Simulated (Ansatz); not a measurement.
Band structure of N2 (P6_3/mmc, 4 atoms in the cell).

```xyz
4
Lattice="4.1672 0.0000 0.0000 -2.0836 3.6089 0.0000 0.0000 0.0000 7.0060" Properties=species:S:1:pos:R:3 pbc="T T T"
N      0.0000     2.4060     2.3045
N      2.0836     1.2030     4.7015
N      2.0836     1.2030     5.8075
N      0.0000     2.4060     1.1985
```

Computed with LDA (PW92), PAW files made with PBE (plane waves; Ansatz, a program for electronic structure).

Settings: basis.ecutwfc = 420 eV; kpoints.mp_grid.grid = 5 5 3; hamiltonian.xc = lda; hamiltonian.pseudopotentials = {kind: paw} (the program's default PAW files); scf.occupations.method = fixed; kpoints.band_path.npoints = 8.

The starting cell comes from a database of computed structures (which also holds hypothetical and non-ambient phases and stackings), without a prior relaxation at this level.

Predict the gap along the standard path and the places of the band edges.

The gap along the path is 6.90 eV, from Γ to K; the smallest direct gap on it is 7.21 eV.

Levels in eV from the top of the valence band on the path, bands 7 to 13:
```csv
point,7,8,9,10,11,12,13
Γ,-1.69,-1.69,-1.14,0.00,7.65,7.65,8.13
M,-1.89,-1.72,-0.57,-0.22,7.01,7.36,7.72
K,-1.98,-1.83,-0.37,-0.37,6.90,7.55,7.55
A,-1.74,-1.74,-0.51,-0.51,7.88,7.88,7.88
L,-1.81,-1.81,-0.44,-0.44,7.37,7.37,7.77
H,-1.91,-1.91,-0.43,-0.43,7.46,7.46,7.59
```

Keys are those of Ansatz 0.2.
